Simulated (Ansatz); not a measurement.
System: interstitial Mg in monoclinic HfO2 (charge state +2). All values below come from PBE, PAW (plane waves to 420 eV; Ansatz, a first-principles code).

Cell of 96 host sites held at the relaxed PBE lattice; the Γ point alone; Fermi-Dirac width 0.01 eV, spin-restricted; finite-size errors left in. Energies are static. Spin-orbit coupling is left out. The charge state is imposed; whether it is stable for some Fermi level was not computed. Sites that were not tried may lie lower.

Barriers: single points on a 2×2×2 k-point mesh shifted by half a step at the bands' geometries.

Relaxed starting cell (atoms counted from 1):

```yaml
crystal:
  lattice:
    - [10.32305, 0.00000, 0.00000]
    - [0.00000, 10.42402, 0.00000]
    - [-1.79660, 0.00000, 10.55307]
  atoms:
    - { symbol: Hf, position: [0.13401, 0.22494, 0.35484] }
    - { symbol: Hf, position: [0.13707, 0.22849, 0.85538] }
    - { symbol: Hf, position: [0.13647, 0.72868, 0.35477] }
    - { symbol: Hf, position: [0.13800, 0.73062, 0.85602] }
    - { symbol: Hf, position: [0.63559, 0.23000, 0.35342] }
    - { symbol: Hf, position: [0.63780, 0.22872, 0.85351] }
    - { symbol: Hf, position: [0.64233, 0.73380, 0.35456] }
    - { symbol: Hf, position: [0.63911, 0.73129, 0.84991] }
    - { symbol: Hf, position: [0.35627, 0.26456, 0.14662] }
    - { symbol: Hf, position: [0.35927, 0.26609, 0.65388] }
    - { symbol: Hf, position: [0.36125, 0.77908, 0.14365] }
    - { symbol: Hf, position: [0.36226, 0.77213, 0.64743] }
    - { symbol: Hf, position: [0.86281, 0.27100, 0.14638] }
    - { symbol: Hf, position: [0.86080, 0.26972, 0.64467] }
    - { symbol: Hf, position: [0.86521, 0.77368, 0.14619] }
    - { symbol: Hf, position: [0.86071, 0.77285, 0.64590] }
    - { symbol: Hf, position: [0.34232, 0.47212, 0.42073] }
    - { symbol: Hf, position: [0.36281, 0.48110, 0.89785] }
    - { symbol: Hf, position: [0.36248, 0.97788, 0.39776] }
    - { symbol: Hf, position: [0.36325, 0.97913, 0.89533] }
    - { symbol: Hf, position: [0.86149, 0.47939, 0.39448] }
    - { symbol: Hf, position: [0.86613, 0.47913, 0.89007] }
    - { symbol: Hf, position: [0.86082, 0.97989, 0.39623] }
    - { symbol: Hf, position: [0.86134, 0.97936, 0.89554] }
    - { symbol: Hf, position: [0.13633, 0.02086, 0.10370] }
    - { symbol: Hf, position: [0.13633, 0.02012, 0.60468] }
    - { symbol: Hf, position: [0.13709, 0.51891, 0.10519] }
    - { symbol: Hf, position: [0.13086, 0.52156, 0.61198] }
    - { symbol: Hf, position: [0.63864, 0.02339, 0.10364] }
    - { symbol: Hf, position: [0.63669, 0.02299, 0.60404] }
    - { symbol: Hf, position: [0.65726, 0.52306, 0.09047] }
    - { symbol: Hf, position: [0.63791, 0.52063, 0.60148] }
    - { symbol: O, position: [0.03267, 0.08210, 0.42371] }
    - { symbol: O, position: [0.03302, 0.08554, 0.92484] }
    - { symbol: O, position: [0.03585, 0.58238, 0.42465] }
    - { symbol: O, position: [0.03844, 0.58231, 0.92301] }
    - { symbol: O, position: [0.53066, 0.09018, 0.42492] }
    - { symbol: O, position: [0.53419, 0.08584, 0.92458] }
    - { symbol: O, position: [0.53047, 0.58118, 0.41630] }
    - { symbol: O, position: [0.53841, 0.58515, 0.92130] }
    - { symbol: O, position: [0.46817, 0.42192, 0.08289] }
    - { symbol: O, position: [0.46327, 0.41181, 0.58093] }
    - { symbol: O, position: [0.46732, 0.91612, 0.07537] }
    - { symbol: O, position: [0.46638, 0.91459, 0.57559] }
    - { symbol: O, position: [0.96442, 0.41644, 0.07624] }
    - { symbol: O, position: [0.96047, 0.41813, 0.57842] }
    - { symbol: O, position: [0.96644, 0.91596, 0.07656] }
    - { symbol: O, position: [0.96457, 0.91529, 0.57622] }
    - { symbol: O, position: [0.46188, 0.34639, 0.32388] }
    - { symbol: O, position: [0.46549, 0.33439, 0.83153] }
    - { symbol: O, position: [0.46865, 0.83659, 0.32459] }
    - { symbol: O, position: [0.46686, 0.83564, 0.82515] }
    - { symbol: O, position: [0.96284, 0.33261, 0.32809] }
    - { symbol: O, position: [0.96624, 0.33370, 0.82569] }
    - { symbol: O, position: [0.96729, 0.83388, 0.32796] }
    - { symbol: O, position: [0.96480, 0.83521, 0.82721] }
    - { symbol: O, position: [0.03251, 0.16398, 0.17467] }
    - { symbol: O, position: [0.03454, 0.16547, 0.67374] }
    - { symbol: O, position: [0.04022, 0.66681, 0.17455] }
    - { symbol: O, position: [0.03218, 0.66727, 0.67573] }
    - { symbol: O, position: [0.53079, 0.16683, 0.17391] }
    - { symbol: O, position: [0.53193, 0.16375, 0.67661] }
    - { symbol: O, position: [0.53932, 0.66583, 0.17004] }
    - { symbol: O, position: [0.53322, 0.66460, 0.67012] }
    - { symbol: O, position: [0.21411, 0.36372, 0.49977] }
    - { symbol: O, position: [0.22754, 0.37009, 0.99392] }
    - { symbol: O, position: [0.22508, 0.86843, 0.48909] }
    - { symbol: O, position: [0.22494, 0.87280, 0.98936] }
    - { symbol: O, position: [0.72202, 0.37211, 0.48565] }
    - { symbol: O, position: [0.72687, 0.37403, 0.98483] }
    - { symbol: O, position: [0.72309, 0.87359, 0.48838] }
    - { symbol: O, position: [0.72424, 0.87261, 0.98901] }
    - { symbol: O, position: [0.27466, 0.12695, 0.01140] }
    - { symbol: O, position: [0.27475, 0.12635, 0.51233] }
    - { symbol: O, position: [0.27827, 0.62984, 0.01569] }
    - { symbol: O, position: [0.27234, 0.62539, 0.51663] }
    - { symbol: O, position: [0.77503, 0.13094, 0.01152] }
    - { symbol: O, position: [0.77402, 0.12916, 0.51004] }
    - { symbol: O, position: [0.78465, 0.63327, 0.00542] }
    - { symbol: O, position: [0.77288, 0.63080, 0.50783] }
    - { symbol: O, position: [0.27475, 0.12063, 0.26115] }
    - { symbol: O, position: [0.27500, 0.12158, 0.76323] }
    - { symbol: O, position: [0.28871, 0.61105, 0.26347] }
    - { symbol: O, position: [0.27510, 0.62276, 0.76503] }
    - { symbol: O, position: [0.77251, 0.12333, 0.26142] }
    - { symbol: O, position: [0.77495, 0.12143, 0.76063] }
    - { symbol: O, position: [0.77919, 0.62282, 0.25688] }
    - { symbol: O, position: [0.77529, 0.62062, 0.75704] }
    - { symbol: O, position: [0.21919, 0.37585, 0.24547] }
    - { symbol: O, position: [0.22365, 0.38043, 0.74504] }
    - { symbol: O, position: [0.22540, 0.87656, 0.23905] }
    - { symbol: O, position: [0.22441, 0.87945, 0.73953] }
    - { symbol: O, position: [0.72193, 0.38275, 0.23520] }
    - { symbol: O, position: [0.72383, 0.37857, 0.73560] }
    - { symbol: O, position: [0.72643, 0.87940, 0.23902] }
    - { symbol: O, position: [0.72355, 0.87934, 0.73775] }
    - { symbol: Mg, position: [0.46485, 0.51893, 0.23758] }
```
Cell charge +2.

End state 1 differs by these moves (Å; atoms that move under 0.08 Å are left out):

```
atom  element     Δx     Δy     Δz
----  -------  -----  -----  -----
3          Hf  -0.07   0.00   0.08
8          Hf   0.20  -0.04  -0.10
9          Hf   0.06   0.08   0.01
10         Hf   0.05   0.05  -0.09
11         Hf  -0.25  -0.01   0.29
16         Hf   0.06  -0.02  -0.06
17         Hf   0.25   0.06  -0.24
18         Hf  -0.01  -0.10  -0.04
19         Hf  -0.05   0.07   0.07
20         Hf  -0.08   0.07   0.01
28         Hf   0.08  -0.02  -0.06
31         Hf  -0.18  -0.07   0.15
41          O   0.02  -0.08  -0.09
42          O   0.04   0.03  -0.06
43          O  -0.06  -0.13  -0.01
49          O   0.04  -0.11   0.02
51          O  -0.07   0.02   0.07
52          O   0.00  -0.08   0.08
63          O  -0.09   0.04  -0.04
65          O   0.12   0.08  -0.11
68          O  -0.07   0.02   0.07
75          O   0.11   0.10  -0.02
79          O  -0.06  -0.06   0.02
83          O  -0.18   0.14   0.03
88          O   0.10  -0.04  -0.02
89          O   0.07   0.06  -0.07
91          O  -0.14   0.10   0.11
97         Mg   0.45   2.21  -2.64
```

Q: What forward and backward barriers to end state 1 does PBE, PAW give?

A: forward 2.64 eV, backward 2.64 eV; at the saddle point atom 97 has neighbours O at 1.79, O at 1.81, O at 1.89, O at 1.92 Å. The program found a first-order saddle point.

End state 2 differs by these moves (Å; atoms that move under 0.08 Å are left out):

```json
[
 {"atom": "5", "element": "Hf", "Δx": "0.01", "Δy": "-0.09", "Δz": "0.04"},
 {"atom": "11", "element": "Hf", "Δx": "0.01", "Δy": "-0.09", "Δz": "0.04"},
 {"atom": "17", "element": "Hf", "Δx": "0.01", "Δy": "0.05", "Δz": "-0.11"},
 {"atom": "31", "element": "Hf", "Δx": "0.01", "Δy": "0.05", "Δz": "-0.11"},
 {"atom": "49", "element": "O", "Δx": "-0.04", "Δy": "-0.12", "Δz": "0.07"},
 {"atom": "63", "element": "O", "Δx": "-0.04", "Δy": "-0.12", "Δz": "0.07"},
 {"atom": "83", "element": "O", "Δx": "-0.12", "Δy": "0.07", "Δz": "0.02"},
 {"atom": "93", "element": "O", "Δx": "-0.12", "Δy": "0.07", "Δz": "0.02"},
 {"atom": "97", "element": "Mg", "Δx": "0.67", "Δy": "-0.39", "Δz": "0.27"}
]
```

Q: Estimate the forward and backward barriers to end state 2 that PBE, PAW returns for this input.

A: forward 0.066 eV, backward 0.066 eV; at the saddle point atom 97 has neighbours 2 O at 1.94, 2 O at 1.95 Å. The program found a first-order saddle point.
